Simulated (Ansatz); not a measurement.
The starting structures come from a database of crystals and need not be the phases stable at ambient conditions.

 Where the default PAW files enter, the runs use the earlier of Ansatz's two default sets.

Inside the gap of an insulator the Bloch states are evanescent, with a wavenumber k + iκ along the transport direction.

```yaml
crystal:
  lattice:
    - [6.18894, 0.00000, 0.00000]
    - [-3.09447, 5.35978, 0.00000]
    - [3.09447, 1.78659, 4.96661]
  atoms:
    - { symbol: Ba, position: [0.49587, 0.74794, 0.75619] }
    - { symbol: Ba, position: [0.50413, 0.25206, 0.24381] }
    - { symbol: Sr, position: [0.00000, 0.00000, 0.00000] }
    - { symbol: Te, position: [0.00000, 0.50000, 0.50000] }
    - { symbol: O, position: [0.95406, 0.28250, 0.27228] }
    - { symbol: O, position: [0.04594, 0.71750, 0.72772] }
    - { symbol: O, position: [0.44522, 0.67156, 0.27228] }
    - { symbol: O, position: [0.55478, 0.32844, 0.72772] }
    - { symbol: O, position: [0.05616, 0.77366, 0.27228] }
    - { symbol: O, position: [0.94384, 0.22634, 0.72772] }
```

Space group of this cell: R-3. The cell is taken as given; by r2SCAN its mean pressure is -4.4 GPa.

Transport runs along the normal of the first two printed cell vectors, the (001) plane of the conventional cell.

No gap correction and no spin-orbit coupling; mid-gap values are interpolated between computed energies.

Give the band gap and the smallest decay constant κ at mid-gap that Ansatz (a first-principles code) with r2SCAN yields.

Gap 3.80 eV on a 8×8×8 mesh; κ = 0.351 1/Å, at the zone centre.
